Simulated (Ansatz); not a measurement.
Response to strain in TlBr

Start from TlBr in the CsCl type structure (space group Pm-3m, No. 221).

Space group Pm-3m (No. 221); a = b = c = 3.840 Å, α = β = γ = 90.00°

```tsv
atom	site	symmetry	x	y	z
Tl	1a	m-3m	0.0000	0.0000	0.0000
Br	1b	m-3m	0.5000	0.5000	0.5000
```

Strains are applied to the cell and any free atomic positions relax.

Calculations: LDA (Ansatz, a quantum-chemistry and plane-wave program; PAW; 420 eV plane waves; without spin-orbit coupling).

Candidates:
(a) isotropic strain +2.00 %
(b) isotropic strain −2.00 %
(c) isotropic strain +1.00 %

Notes on the quantities. energy relative to the base: free energy F.

Problem. Order them by energy relative to the base, highest first.

Solution. (b) isotropic strain −2.00 % (+12 meV/atom), (a) isotropic strain +2.00 % (+9.9 meV/atom), (c) isotropic strain +1.00 % (+2.6 meV/atom)

Whether these cells are dynamically stable was not tested.
